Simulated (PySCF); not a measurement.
PySCF 2.14.0, HF/def2-svp, df: Zr(Cl)(I)3 ([Cl][Zr]([I])([I])[I]), 5 atoms. The geometry is a generated start, not checked to be a minimum at this level.

```yaml
task: energy
method: hf
basis: def2-svp
two_electron_scheme: density fitting
mol.max_memory: 16000 MB
mf.max_cycle: 100
mf.init_guess: minao (default)
mf.DIIS: CDIIS (default)
mf.diis_space: 8 (default)
mf.conv_tol: 1e-09 (default)
effective_core_potentials: those of the basis set, past Kr
basis_functions: 127
```

Machine: one whole node, Arm Neoverse V2, 96 cores on 1 socket, no SMT, 1 L3 cache group; 94 cores' worth of CPU time may be used.

Wall times, medians of two to five repeats, each run alone on the node (launch to exit). Processes are pinned to neighbouring cores unless said otherwise. Build: PyPI wheel: OpenMP (GNU), a bundled serial OpenBLAS 0.3.3 under its C layer, NumPy's threaded OpenBLAS held to generic ARMv8 kernels, libcint, Libxc. Other compilers and libraries give other times. Scratch files lie in a memory file system.

Started as
```bash
OMP_NUM_THREADS=16 OPENBLAS_NUM_THREADS=1 python -u run.py
```
(16 threads, 1 BLAS thread, mf.DIIS = CDIIS (default)) it takes 1.5 s and 15 Fock builds (products with the orbital Hessian counted alike).

Question: What happens to the run time with mf.DIIS = EDIIS?

Answer: About 3.3 s (3 runs within 3 %): 2.2× as long. The largest move is in J and K builds (with the fitting integrals): 0.77 s to 2.2 s. The count of Fock builds goes from 15 to 64. Fock builds (products with the orbital Hessian counted alike) go from 15 to 64; SCF cycles go from 13 to 62. Launch, exit and the like take 0.39 s of the 1.5 s. Change in the result: energy under 0.001 meV/atom.
